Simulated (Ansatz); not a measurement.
**A self-consistent single point of K2LaCuCl6 (Fm-3m, 10 atoms in the cell) with Ansatz (a first-principles code)**

Method: PBEsol, default PAW files made with PBE (plane waves; Ansatz).

The input file:

Ansatz 0.2 input:
```yaml
crystal:
  lattice:
    - [0.000000, 5.281341, 5.281341]
    - [5.281341, 0.000000, 5.281341]
    - [5.281341, 5.281341, 0.000000]
  atoms:
    - { symbol: K, position: [0.250000, 0.250000, 0.250000] }
    - { symbol: K, position: [0.750000, 0.750000, 0.750000] }
    - { symbol: Cu, position: [0.500000, 0.500000, 0.500000] }
    - { symbol: La, position: [0.000000, 0.000000, 0.000000] }
    - { symbol: Cl, position: [0.749100, 0.250900, 0.250900] }
    - { symbol: Cl, position: [0.250900, 0.749100, 0.749100] }
    - { symbol: Cl, position: [0.250900, 0.749100, 0.250900] }
    - { symbol: Cl, position: [0.749100, 0.250900, 0.749100] }
    - { symbol: Cl, position: [0.250900, 0.250900, 0.749100] }
    - { symbol: Cl, position: [0.749100, 0.749100, 0.250900] }
basis:
  ecutwfc: 420.0 eV
kpoints:
  mp_grid:
    grid: [3, 3, 3]
hamiltonian:
  xc: pbesol
  pseudopotentials:
    kind: paw
scf:
  occupations:
    method: cold
    width: 0.136 eV
output:
  forces: true
  eigenvalues: true
  stress: true
```

The program printed (abridged):

```
WARN ansatz: RAYON_NUM_THREADS=1 ignored (pool sized by the plan → 1); use --threads N
Pseudopotentials: kind: paw
Pseudopotential: K, paw, valence charge 9
Pseudopotential: Cu, paw, valence charge 19
Pseudopotential: La, paw, valence charge 11
Pseudopotential: Cl, paw, valence charge 7
Crystal: 10 atoms, lattice volume = 294.620 Å³
Basis set: ecut = 420 eV, 5769 PW (Γ), exchange–correlation on 100×100×100 points (8 copies of the dense FFT grid, shifted against one another)
Bands: 55, of which v1, the nominal top of the filled ones, is band 45 counted from 1 (44 counted from 0)
Symmetry: 48 space group operations
Space group: Fm-3m (ITA 225), of the structure as read, at distance tolerance 6.7e-5 Å
k-points: 4 of 27
PAW frozen core: K, regenerated for the run's functional, and the local potential with it
PAW frozen core: Cu, regenerated for the run's functional, and the local potential with it
PAW frozen core: La, regenerated for the run's functional, and the local potential with it
PAW frozen core: Cl, regenerated for the run's functional, and the local potential with it
Initial density: superposition of atomic densities (neutral atoms: chi_scale 0, normalization atom), corrected by the library's trained network
Initial wavefunctions: pseudopotential atomic-orbital guess
Eigensolver: davidson
Functional: x = pbesol(κ = 0.804, μ = 0.12345679012345678), c = pbesol(β = 0.046)
SCF iter   1: F=—  HF=-22163.887147 eV  |F-HF|=—  |Δ(HF+E_count)|=         —  Δρ=4.61e-3  dr2=7.14e-2  ethr=1.77e-3  ⟨swp⟩=6.5  Hψ=789  notcnv=0
all-band conjugate gradients solve this SCF's bands
preconditioner: auto → Resta (q_TF=auto, 2.239 Å⁻¹)
SCF iter   2: F=—  HF=-22163.869289 eV  |F-HF|=—  |Δ(HF+E_count)|=   1.79e-2  S|Δr|=    0.00e0  Δρ=1.87e-3  dr2=1.60e-2  ethr=7.94e-5  ⟨swp⟩=2.8  Hψ=383  notcnv=0  defer=4
SCF iter   3: F=—  HF=-22163.867691 eV  |F-HF|=—  |Δ(HF+E_count)|=   1.60e-3  S|Δr|=    0.00e0  Δρ=2.45e-3  dr2=9.40e-3  ethr=1.78e-5  ⟨swp⟩=2.0  Hψ=391  notcnv=0  defer=4
SCF iter   4: F=—  HF=-22163.865472 eV  |F-HF|=—  |Δ(HF+E_count)|=   2.22e-3  S|Δr|=    0.00e0  Δρ=4.16e-4  dr2=4.91e-4  ethr=1.04e-5  ⟨swp⟩=2.0  Hψ=436  notcnv=0
SCF iter   5: F=—  HF=-22163.865519 eV  |F-HF|=—  |Δ(HF+E_count)|=   4.71e-5  S|Δr|=    0.00e0  Δρ=1.44e-4  dr2=4.94e-5  ethr=5.46e-7  ⟨swp⟩=2.0  Hψ=303  notcnv=0
SCF iter   6: F=—  HF=-22163.865439 eV  |F-HF|=—  |Δ(HF+E_count)|=   8.04e-5  S|Δr|=    0.00e0  Δρ=3.24e-5  dr2=2.79e-6  ethr=5.49e-8  ⟨swp⟩=2.0  Hψ=387  notcnv=0
SCF iter   7: F=—  HF=-22163.865442 eV  |F-HF|=—  |Δ(HF+E_count)|=   2.94e-6  S|Δr|=    0.00e0  Δρ=1.08e-5  dr2=3.98e-7  ethr=3.10e-9  ⟨swp⟩=2.0  Hψ=303  notcnv=0
SCF iter   8: F=-22163.865442 eV  HF=-22163.865442 eV  |F-HF|=1.85e-8  |Δ(HF+E_count)|=   1.27e-7  S|Δr|=    0.00e0  Δρ=2.47e-6  dr2=2.02e-8  ethr=1.11e-10  ⟨swp⟩=9.8  Hψ=972  notcnv=0
SCF 1 converged in 8 iterations: F = -22163.865442 eV  dr2 = 2.02e-8
SCF converged after 8 iterations
Stability not checked (fill_not_monotonic)
Free energy (F): -22163.865442 eV
Harris-Foulkes:  -22163.865442 eV  (|F-HF|=1.85e-8)
Internal energy: -22163.865442 eV  (E = F + TS)
E sigma→0 (E₀):  -22163.865442 eV
Fermi energy:    5.575291 eV
Step filling:    the computed levels leave a gap of 2.2681 eV = 16.7 smearing widths
--- Per-component energies (eV) ---
  E_band       = -992.831435
  E_kinetic    = 1967.371696
  E_local      = -10177.731488  (includes V_loc(G=0)·N_el)
  E_nonlocal   = 715.241843
  E_hartree    = 4206.696987
  E_xc         = -1126.809653
  E_vxc        = -1313.524506  (∫ρ·V_xc dr)
  E_paw        = -12351.909204  (= ΣΔE_a)
  E_vpaw       = -597.590226  (= ΣTr[D̂ρ^β])
  E_aug_tail   = 0.000832  (compensation charges beyond the density's cutoff)
  E_ewald      = -5397.788530
  E_core_change = 1.062075  (= ΣΔE_core)
  E_smearing   = 0.000000  (= −TS)
  E_closure    = 0.000000  (closes the sum)
  Σ components = -22163.865442   (vs F -22163.865442, Δ=0.00e0)
--- Forces (eV/Å), atoms counted from 1 ---
  atom   1  K      0.00000000     0.00000000    -0.00000000
  atom   2  K      0.00000000     0.00000000    -0.00000000
  atom   3  Cu     0.00000000    -0.00000000     0.00000000
  atom   4  La    -0.00000000     0.00000000    -0.00000000
  atom   5  Cl     1.20950080     0.00000000    -0.00000000
  atom   6  Cl    -1.20950080     0.00000000     0.00000000
  atom   7  Cl     0.00000000     1.20950080     0.00000000
  atom   8  Cl     0.00000000    -1.20950080    -0.00000000
  atom   9  Cl    -0.00000000     0.00000000     1.20950080
  atom  10  Cl     0.00000000     0.00000000    -1.20950080
  max |Σ_I F_I| component: 1.11e-15 eV/Å
--- Stress (GPa, compression-positive) ---
        0.357133       0.000000       0.000000
       -0.000000       0.357133       0.000000
        0.000000       0.000000       0.357133
  P = ⅓ Tr σ = 0.3571 GPa (3.571 kbar)
  The stress holds the Pulay correction. Without it, at fixed plane waves, as pw.x and ABINIT print it: P = 0.3485 GPa
--- Band table (eV) ---
  k-point 0: bands = ["-105.5578", "-63.1475", "-63.1475", "-63.1475", "-27.4792", "-26.1054", "-26.1048", "-12.3966", "-12.3966", "-12.3966", "-10.9779", "-10.6774", "-10.6774", "-9.6494", "-9.6494", "-9.6494", "-9.6370", "-9.6370", "-9.6370", [...]
  k-point 1: bands = ["-105.5578", "-63.1475", "-63.1475", "-63.1475", "-27.4792", "-26.1053", "-26.1049", "-12.4322", "-12.3876", "-12.3876", "-10.8539", "-10.7338", "-10.7338", "-9.8003", "-9.6487", "-9.6487", "-9.6254", "-9.6254", "-9.6143", [...]
  k-point 2: bands = ["-105.5578", "-63.1475", "-63.1475", "-63.1475", "-27.4792", "-26.1053", "-26.1049", "-12.4045", "-12.4010", "-12.4010", "-10.9134", "-10.7530", "-10.6740", "-9.7164", "-9.7164", "-9.6274", "-9.6262", "-9.6262", "-9.6238", [...]
  k-point 3: bands = ["-105.5578", "-63.1475", "-63.1475", "-63.1475", "-27.4792", "-26.1051", "-26.1051", "-12.4202", "-12.4024", "-12.3899", "-10.8466", "-10.7623", "-10.7321", "-9.7483", "-9.6866", "-9.6729", "-9.6287", "-9.6250", "-9.6058", [...]
```

The run converged in 8 iterations.

The starting cell was generated: these elements placed on a structure prototype, without a prior relaxation; it need not be a known phase or ordering of this composition. Forces in this geometry exceed 1 eV/Å. Ansatz's pressure includes its estimate of the finite-basis (Pulay) stress. Another mesh or the band path of this cell gives a smaller gap, so this value is not converged in the mesh.
